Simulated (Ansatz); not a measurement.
BaCd2P2, response to strain

Base system: BaCd2P2 (space group P-3m1, No. 164; a = 4.368 Å, c = 7.468 Å; a cell from a computed database, its experimental status unchecked). Axes: x lies along a and z along c of the hexagonal cell.

Strains are applied to the cell and any free atomic positions relax; under stress the whole cell relaxes.

Levels (all Ansatz, a program for electronic structure, PAW): PBEsol (420 eV, without spin-orbit coupling); r2SCAN (500 eV, without spin-orbit coupling); HSE06 (420 eV, spin-orbit coupling left out).

Band gaps by level, all at the geometries relaxed with PBEsol:

```json
[
 {"case": "base", "PBEsol": "0.77 eV", "r2SCAN": "1.21 eV", "HSE06": "1.60 eV"},
 {"case": "isotropic strain +1.65 %", "PBEsol": "0.65 eV", "r2SCAN": "1.09 eV", "HSE06": "1.46 eV"},
 {"case": "isotropic strain +2.41 %", "PBEsol": "0.59 eV", "r2SCAN": "1.03 eV", "HSE06": "1.37 eV"},
 {"case": "uniaxial stress, 8 GPa compression along x", "PBEsol": "0.33 eV", "r2SCAN": "0.69 eV", "HSE06": "1.01 eV"},
 {"case": "uniaxial stress, 8 GPa tension along z", "PBEsol": "0.15 eV", "r2SCAN": "0.61 eV", "HSE06": "0.86 eV"}
]
```

Single points use the geometry relaxed with PBEsol. HSE06 gaps are upper bounds (no full band path). Stability under load was not tested beyond the relaxation. The zero or small gap of BaCd2P2 under uniaxial stress, 8 GPa tension along z can change with the level of theory.
